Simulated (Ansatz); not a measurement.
## Convergence study of the k-point mesh at a smearing width of 0.05 eV for LuHg (P4mm, 2 atoms in the cell)

```
LuHg
1.0
    3.62808     0.00000     0.00000
    0.00000     3.62808     0.00000
    0.00000     0.00000     3.62808
Lu Hg
1 1
Direct
  0.50000   0.50000   0.51378
  0.00000   0.00000   0.00000
```

Computed with LDA (PW92), default PAW files made with PBE (plane waves; Ansatz, a first-principles code).

Base settings: basis.ecutwfc = 30.9 Ry; kpoints.mp_grid.grid = 9 9 9; hamiltonian.xc = lda; hamiltonian.pseudopotentials = {kind: paw} (the program's default PAW files); scf.occupations.method = gaussian; scf.occupations.width = 0.0073 Ry.

In this ladder: scf.occupations.width = 0.0037 Ry.

The second cell is the first with its lattice scaled by 0.98.

Only quantities that move along the ladder and can be compared are tabulated.

The count of work is k-points × plane waves × bands × iterations; it is no time. Core times come from one kind of shared machine, to one figure; runs under 30 s give none.

The starting cell comes from a database of computed structures (which also holds hypothetical and non-ambient phases and stackings), without a prior relaxation at this level. Its lattice was rescaled by up to half a per cent. One atom was moved a little off its site on purpose. In the base run, with a pressure of about -5 GPa the cell is away from its equilibrium volume at this level. Ansatz's pressure includes its estimate of the finite-basis (Pulay) stress.

```tsv
kpoints.mp_grid.grid	free energy less the last step's (meV/atom)	energy of the compressed cell less the first (meV/atom)	pressure (GPa)	largest difference of a force vector from the last step's (eV/Å)	count of work / last	core time / last (rough)
3 3 3	55.96	-33.62	-5.99	0.008	0.0072	–
4 4 4	89.07	-33.46	-5.90	0.027	0.022	–
5 5 5	44.45	-27.66	-5.17	0.044	0.022	–
6 6 6	-1.89	-30.26	-5.53	0.012	0.048	–
7 7 7	-3.06	-28.20	-5.38	0.019	0.055	–
8 8 8	3.54	-28.25	-5.34	0.002	0.090	–
10 10 10	1.18	-27.46	-5.27	0.004	0.15	–
12 12 12	1.77	-28.03	-5.35	0.003	0.24	0.2
15 15 15	-0.64	-27.59	-5.31	0.001	0.40	0.4
21 21 21	0.00	-27.77	-5.33	0.000	1.0	1
```

Coarsest kpoints.mp_grid.grid that holds the pressure within 0.1 GPa of the last step, with all finer ones: 7 7 7, at 0.055 of the last step's count of work; the step before is off by 0.21 GPa.

Coarsest kpoints.mp_grid.grid that holds the energy of the compressed cell less the first within 1 meV/atom of the last step, with all finer ones: 7 7 7, at 0.055 of the last step's count of work; the step before is off by 2.5 meV/atom.

Coarsest kpoints.mp_grid.grid that holds the free energy within 5 meV/atom of the last step, with all finer ones: 6 6 6, at 0.048 of the last step's count of work; the step before is off by 44 meV/atom.

The energy difference between the two cells stays within 1 meV/atom of the last step's from 7 7 7 on, the total only from 15 15 15 on: much of the error is common to both cells and cancels.

Two neighbours can agree and both be off: 3 3 3 and 4 4 4 differ by 0.16 meV/atom in the energy of the compressed cell less the first, yet lie about 5.7 meV/atom from the last step.

Keys are those of Ansatz 0.2.
